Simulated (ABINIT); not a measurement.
**Equation of state of zinc-blende BeSe (space group 216): energy against volume (ABINIT, PBEsol)**

```yaml
crystal:
  lattice:
    - [0.00000, 2.49538, 2.49538]
    - [2.49538, 0.00000, 2.49538]
    - [2.49538, 2.49538, 0.00000]
  atoms:
    - { symbol: Be, position: [0.00000, 0.00000, 0.00000] }
    - { symbol: Se, position: [0.75000, 0.75000, 0.75000] }
```

Level of theory: PBEsol, norm-conserving pseudopotentials (PseudoDojo nc-sr-04 PBEsol standard) (plane waves; ABINIT). Settings: pseudos = [Be.upf, Se.upf]; ecut = 57 Ha; occopt = 3; tsmear = 0.01 eV; ngkpt = 11 11 11; nshiftk = 1; shiftk = 0 0 0; potentials = PseudoDojo nc-sr-04 PBEsol standard; nband = 15; kptopt = 1; nstep = 100; tolvrs = 1e-10. The cell above is the first row's. The rows scale it uniformly. In all rows fractional positions and the k mesh are held. E is the free energy at the stated smearing, counted from the lowest row.

```csv
V (Å^3/atom),E (meV/atom)
15.539,30.26
15.876,16.36
16.214,6.95
16.552,1.63
16.890,0.00
17.228,1.73
17.565,6.49
17.903,14.01
18.241,?
```

Q: Using the third-order Birch-Murnaghan form, a cubic in V^(-2/3), estimate the missing E at V = 18.241 from the other rows, showing the fit.

A: With u = V^(-2/3) - 0.153, the rows have u = 0.007590, 0.005309, 0.003101, 0.000969, -0.001092, -0.003086, -0.005009, -0.006878. Least squares gives E = 0.429 + 837.55·u + 408177·u² - 97865·u³. Residuals (row less fit): 0.002, -0.006, 0.002, 0.006, -0.001, -0.004, 0.003, 0.000; standard error 0.005 (degrees of freedom: 4). Its minimum lies at u = -0.001026, so V0 = (0.151974)^(-3/2) = 16.88. There d²E/du² = 817000 and d³E/du³ = -587200, so B0 = (4/9) × 16.88^(-7/3) × 817000 × 0.160218 = 79.6 GPa (the last factor turns the table's units into GPa), and B0' = 4 + (2/3) × 0.151974 × (-587200)/817000 = 3.9. The program's pressures in the fitted runs (not shown) pass through zero at V = 16.88, 0.01 % from this V0. At the withheld row, u = -0.008689, so E = 0.429 + 837.55 × (-0.008689) + 408177 × (-0.008689)² - 97865 × (-0.008689)³ = 24.033 meV/atom. The calculation gives 24.03 meV/atom, which the fit meets to the printed digits. The row lies outside the fitted rows, so this is an extrapolation. From the scatter of the fitted rows alone, a prediction at this place has a standard error of 0.013 meV/atom, so the miss is 0.2 times that.

Carrying the step between the two nearest rows on in a straight line would have given 21.53, off by 2.50; series whose last step already gives the withheld value aren't shown. The scan was laid around a cell of about the measured size, scaled by a guess for this functional. The runs keep the symmetry of the cell, so they don't test it for distortions. Cutoffs and mesh are single choices, not tested for convergence of this quantity. Series with a scatter that would blur these digits, or in which a gap closes, are not shown. Nor are scans whose minimum lies at an end fitted in this form.
